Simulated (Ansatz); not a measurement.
System: O vacancy in monoclinic ZrO2 strained by -1.5 % along x and y, z held (charge state +2). These are PBE, PAW (plane waves to 420 eV; Ansatz, a first-principles code) values and carry that method's errors.

Cell of 96 host sites held at the strained lattice (strain from the relaxed PBE one, atoms relaxed); the Γ point alone; Fermi-Dirac width 0.01 eV, spin-restricted; finite-size errors left in. No zero-point or tunnelling terms. The charge state is imposed; whether it is stable for some Fermi level was not computed. Forms of the defect that were not tried may lie lower.

Barriers: single points on a 2×2×2 k-point mesh shifted by half a step at the bands' geometries.

A. a nearby O atom hops onto the vacant site; the atom moves 1.85 Å along (-0.05, 0.35, -0.03) of the unit cell; the moving atom starts with neighbours O at 2.53; Zr at 2.10, Zr at 2.16, Zr at 2.29, Zr at 2.58 Å and ends with O at 2.53; Zr at 2.10, Zr at 2.16, Zr at 2.29, Zr at 2.58 Å; the start lies 0.77 eV above the lowest site run; saddle order not checked, on a symmetry element.
B. a nearby O atom hops onto the vacant site; the atom moves 2.46 Å along (-0.01, -0.11, -0.45) of the unit cell; the moving atom starts with neighbours O at 2.57, O at 2.62; Zr at 2.04, Zr at 2.06, Zr at 2.22 Å and ends with O at 2.52, O at 2.57; Zr at 2.07, 2 Zr at 2.11 Å; saddle order not checked.
C. a nearby O atom hops onto the vacant site; the atom moves 2.54 Å along (0.13, 0.44, 0.19) of the unit cell; the moving atom starts with neighbours O at 2.58, O at 2.63; Zr at 2.03, Zr at 2.11, Zr at 2.19 Å and ends with O at 2.52, O at 2.55; Zr at 2.02, Zr at 2.08, Zr at 2.21 Å; saddle order not checked.
D. a nearby O atom hops onto the vacant site; the atom moves 1.92 Å along (-0.36, -0.08, -0.13) of the unit cell; from a vacant O site with 3 nearest neighbours to a vacant O site with 4 nearest neighbours; the moving atom starts with neighbours O at 2.58, O at 2.63, O at 2.70; Zr at 2.10, Zr at 2.14, Zr at 2.35, Zr at 2.38 Å and ends with Zr at 2.03, Zr at 2.07, Zr at 2.26 Å; saddle order not checked.

A band can be held on a symmetry element, so unchecked saddle points there may be too high.

Task: Put the candidates in order of forward barrier, lowest first, for PBE, PAW.

Result: A (0.38 eV), B (0.68 eV), D (0.88 eV), C (1.12 eV)
